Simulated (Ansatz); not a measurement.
Base system: WC (space group P-6m2, No. 187; a = 2.8985 Å, c = 2.8277 Å).

It is then changed as follows: full substitution C → Ge, then cell and atoms are relaxed.

Levels (all Ansatz, a quantum-chemistry and plane-wave program, PAW): PBEsol (420 eV, without spin-orbit coupling); r2SCAN (500 eV, scalar-relativistic without spin-orbit coupling).

The geometry is relaxed with PBEsol.

```
Item               Value
---------------  -------
PBEsol pressure  0.0 GPa
```

Q: Predict the pressure from r2SCAN.

A: The pressure goes from zero to 2.7 GPa.

Single points use the geometry relaxed with PBEsol. Their cutoffs differ, which shifts pressures a little. Stability against distortions was not tested. As relaxed here, WGe is a hypothetical phase, not in the database extracts checked. The final runs are not spin-polarised.
